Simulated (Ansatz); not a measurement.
Worked example: self-consistent single point of the (001) slab of Ga (cut from a parent of space group no. 64; 8 atoms in the cell) in Ansatz (a program for electronic structure).

Method of the run: PBEsol, default PAW files made with PBE (plane waves; Ansatz).

The change in words: vacuum of 5 angstrom (first run: 14 Å). Reference geometry:
```xyz
8
Lattice="4.4248 0.0000 0.0000 -6.5641 3.8733 0.0000 0.0000 0.0000 22.2845" Properties=species:S:1:pos:R:3 pbc="T T T"
Ga    -5.5473     3.2734    10.7772
Ga    -4.2988     2.5367     8.5235
Ga    -2.2653     1.3367     9.2537
Ga    -1.0168     0.6000     7.0000
Ga    -5.5473     3.2734    15.2845
Ga    -4.2988     2.5367    13.0308
Ga    -2.2653     1.3367    13.7610
Ga    -1.0168     0.6000    11.5073
```

Reference input (self-consistent single point, DFT, PBEsol, plane waves, default PAW files made with PBE): basis.ecutwfc = 30.9 Ry; kpoints.mp_grid.grid = 7 7 1; hamiltonian.xc = pbesol; hamiltonian.pseudopotentials = {kind: paw} (the program's default PAW files); scf.occupations.method = gaussian; scf.occupations.width = 0.0073 Ry. This run's input differs from it in these lines:

Ansatz 0.2 input:
```diff
@@ -5,12 +5,12 @@
     - [-6.56411100, 3.87334000, 0.00000000]
-    - [0.00000000, 0.00000000, 22.28448600]
+    - [0.00000000, 0.00000000, 13.28448100]
   atoms:
-    - { symbol: Ga, position: [0.00000000, 0.84510000, 0.48361900] }
-    - { symbol: Ga, position: [0.00000000, 0.65490000, 0.38248600] }
-    - { symbol: Ga, position: [0.00000000, 0.34510000, 0.41525300] }
-    - { symbol: Ga, position: [0.00000000, 0.15490000, 0.31412000] }
-    - { symbol: Ga, position: [0.00000000, 0.84510000, 0.68588000] }
-    - { symbol: Ga, position: [0.00000000, 0.65490000, 0.58474700] }
-    - { symbol: Ga, position: [0.00000000, 0.34510000, 0.61751400] }
-    - { symbol: Ga, position: [0.00000000, 0.15490000, 0.51638100] }
+    - { symbol: Ga, position: [0.00000000, 0.84510000, 0.47252100] }
+    - { symbol: Ga, position: [1.00000000, 0.65490000, 0.30287200] }
+    - { symbol: Ga, position: [0.00000000, 0.34510000, 0.35783800] }
+    - { symbol: Ga, position: [0.00000000, 0.15490000, 0.18819000] }
+    - { symbol: Ga, position: [0.00000000, 0.84510000, 0.81181000] }
+    - { symbol: Ga, position: [1.00000000, 0.65490000, 0.64216200] }
+    - { symbol: Ga, position: [0.00000000, 0.34510000, 0.69712800] }
+    - { symbol: Ga, position: [0.00000000, 0.15490000, 0.52747900] }
 basis:
```

Output (repeated stretches shortened):

```
SCF iter   1: F=—  HF=-29943.145842 eV  |F-HF|=—  |Δ(HF+E_count)|=         —  Δρ=2.55e-3  dr2=1.91e-2  ethr=1.77e-3  ⟨swp⟩=6.1  Hψ=3553  notcnv=0  defer=5
all-band conjugate gradients solve this SCF's bands
preconditioner: auto → LDOS
SCF iter   2: F=—  HF=-29943.140180 eV  |F-HF|=—  |Δ(HF+E_count)|=   5.66e-3  Δρ=1.49e-3  dr2=6.50e-3  ethr=1.83e-5  ⟨swp⟩=2.0  Hψ=2079  notcnv=0  defer=39
   [... lines left out ...]
SCF iter   4: F=—  HF=-29943.136802 eV  |F-HF|=—  |Δ(HF+E_count)|=   4.76e-4  Δρ=1.42e-4  dr2=8.50e-5  ethr=7.75e-7  ⟨swp⟩=2.0  Hψ=1770  notcnv=0  defer=39
SCF iter   5: F=—  HF=-29943.136849 eV  |F-HF|=—  |Δ(HF+E_count)|=   4.65e-5  Δρ=4.13e-5  dr2=6.66e-6  ethr=8.18e-8  ⟨swp⟩=2.0  Hψ=1770  notcnv=0  defer=39
SCF iter   6: F=—  HF=-29943.136852 eV  |F-HF|=—  |Δ(HF+E_count)|=   2.89e-6  Δρ=1.38e-5  dr2=6.48e-7  ethr=6.41e-9  ⟨swp⟩=2.0  Hψ=1116  notcnv=0  defer=39
SCF iter   7: F=-29943.136852 eV  HF=-29943.136852 eV  |F-HF|=6.26e-8  |Δ(HF+E_count)|=   1.74e-7  Δρ=4.88e-6  dr2=7.38e-8  ethr=9.62e-11  ⟨swp⟩=10.6  Hψ=4799  notcnv=0
SCF 1 converged in 7 iterations: F = -29943.136852 eV  dr2 = 7.38e-8
Free energy (F): -29943.136852 eV
Internal energy: -29943.122702 eV  (E = F + TS)
E sigma→0 (E₀):  -29943.129777 eV
Entropy (-TS):   -0.014150 eV (-1.769 meV/atom)
Fermi energy:    4.786314 eV
--- Forces (eV/Å), atoms counted from 1 ---
  atom   1  Ga     0.03034974    -0.01790872     0.17423607
  atom   2  Ga    -0.35813437     0.21132729    -0.32835367
  atom   3  Ga     0.24130928    -0.14239135     0.10814364
  atom   4  Ga     0.22271500    -0.13141927    -0.02079082
  atom   5  Ga    -0.22271500     0.13141927     0.02079082
  atom   6  Ga    -0.24130928     0.14239135    -0.10814364
  atom   7  Ga     0.35813437    -0.21132729     0.32835367
  atom   8  Ga    -0.03034974     0.01790872    -0.17423607
--- Stress (GPa, compression-positive) ---
       -1.262100      -1.139095      -0.740622
       -1.139095      -2.520358       0.437025
       -0.740622       0.437025       0.590974
  P = ⅓ Tr σ = -1.0638 GPa (-10.638 kbar)
  The stress holds the Pulay correction. Without it, at fixed plane waves, as pw.x and ABINIT print it: P = -1.0888 GPa
```

The run converged in 7 iterations. Against the reference run the free energy falls by 1.6 meV/atom and the largest force goes from 0.515 to 0.530 eV/Å.

The starting cell has typed, rounded lattice constants, without a prior relaxation at this level. The slab is cut from that crystal, and its faces are unrelaxed. Its lattice was rescaled by up to half a per cent.
